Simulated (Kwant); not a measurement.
Computed with Kwant: Hückel tight-binding model, one pz orbital an atom, one spin, coherent transport at 0 K. Conductance is in e²/h.

System: π system c1ccc2nc3ccccc3nc2c1 between two chain leads. The π system is taken as planar. Atoms are numbered from 0 in the order of the SMILES. Site energies (eV, carbon 0): [0.0, 0.0, 0.0, 0.0, -1.35, 0.0, 0.0, 0.0, 0.0, 0.0, 0.0, -1.35, 0.0, 0.0]. Bonds (i, j, β in eV): (0,1,-2.7) (1,2,-2.7) (2,3,-2.7) (3,4,-2.7) (4,5,-2.7) (5,6,-2.7) (6,7,-2.7) (7,8,-2.7) (8,9,-2.7) (9,10,-2.7) (10,11,-2.7) (11,12,-2.7) (12,13,-2.7) (13,0,-2.7) (12,3,-2.7) (10,5,-2.7). Leads: chains of hopping −4.1 eV, joined by −0.81 eV to atoms 2 and 6.

Site energies and bond integrals are typed Hückel values.

Sweep values stay those of the base run.

One input was changed, with this effect: transmission at E = 0 0.00039 → 0.0016.

Problem. Which change was it?
A) contacts moved from atoms [2, 6] to [0, 8]
B) contacts moved from atoms [2, 6] to [0, 1]
C) contacts moved from atoms [2, 6] to [0, 2]
D) contacts moved from atoms [2, 6] to [0, 7]
E) contacts moved from atoms [2, 6] to [0, 6]
F) contacts moved from atoms [2, 6] to [0, 13]

Solution. D, contacts moved from atoms [2, 6] to [0, 7]
